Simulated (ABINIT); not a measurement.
Band structure of PdIn (Pm-3m, 2 atoms in the cell).

```
CELL_PARAMETERS angstrom
      3.28152     0.00000     0.00000
      0.00000     3.28152     0.00000
      0.00000     0.00000     3.28152
ATOMIC_POSITIONS crystal
  In 0.50000 0.50000 0.50000
  Pd 0.00000 0.00000 0.00000
```

Level of theory: PBE, PAW (JTH v2.0 PBE PAW) (plane waves; ABINIT).

Settings: pseudos = [In.GGA_PBE-JTH.xml, Pd.GGA_PBE-JTH.xml]; ecut = 24 Ha; pawecutdg = 48 Ha; pawxcdev = 0; occopt = 3; tsmear = 0.00499791 Ha; ngkpt = 13 13 13; nshiftk = 1; shiftk = 0 0 0; potentials = JTH v2.0 PBE PAW; kptopt = 1; nstep = 100; toldfe1 = 1e-09 Ha.

The starting cell has typed, rounded lattice constants, without a prior relaxation at this level. Its lattice was rescaled by a random factor within 2.5 % of one. Spin polarisation is off.

Levels in eV from the Fermi level, bands 12 to 19:
```csv
point,12,13,14,15,16,17,18,19
Γ,-3.84,-2.32,-2.32,-2.32,4.17,4.17,4.17,9.21
X,-3.82,-3.29,-3.29,-2.39,-1.18,9.41,9.41,9.82
M,-2.72,-2.72,-2.32,-2.32,-1.75,1.35,2.39,9.34
R,-4.88,-1.71,-1.71,-0.17,3.78,3.78,3.78,4.29
```

Bands cross the Fermi level along this path, so the cell is metallic at this level.
